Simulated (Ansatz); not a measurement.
## CaTiSe$_{3}$ in the cubic perovskite structure (space group Pm-3m, No. 221; a hypothetical phase, not in the database extracts checked)

CaTiSe₃ is modelled in the cubic space group Pm-3m (No. 221), the cubic perovskite structure, Pearson symbol cP5. Lattice parameters: a = 4.9906 Å, b = 4.9906 Å, c = 4.9906 Å, α = 90.00°, β = 90.00°, γ = 90.00°. Ca on 1a is coordinated by 12 Se at 3.529 Å (cuboctahedral). Ti on 1b has 6 Se at 2.495 Å (octahedral). Se on 3c is coordinated by 2 Ti at 2.495 Å and 4 Ca at 3.529 Å (octahedral). (Neighbours: up to the widest gap in distance over summed covalent radii, below 1.35, at either atom; cation-cation and far metal-metal contacts left out.)

Method: PBE, PAW, 420 eV (Ansatz, an electronic-structure program; no spin-orbit coupling). k-mesh 9×9×9 (Γ-centred); smearing 0.05 eV (Fermi–Dirac).

The volume per atom is 24.86 Å³. The density is 4.34 g/cm³ and the band gap comes out as zero. The total energy is -4145.881 eV/atom (σ→0; compares only within this code and set-up).

No phonon test of stability was made. The final runs are not spin-polarised. Many cubic perovskites are stable only at high temperature; tilts and polar distortions were not tested. CaTiSe3 has a high density of states at the Fermi level and may be magnetic at this level.
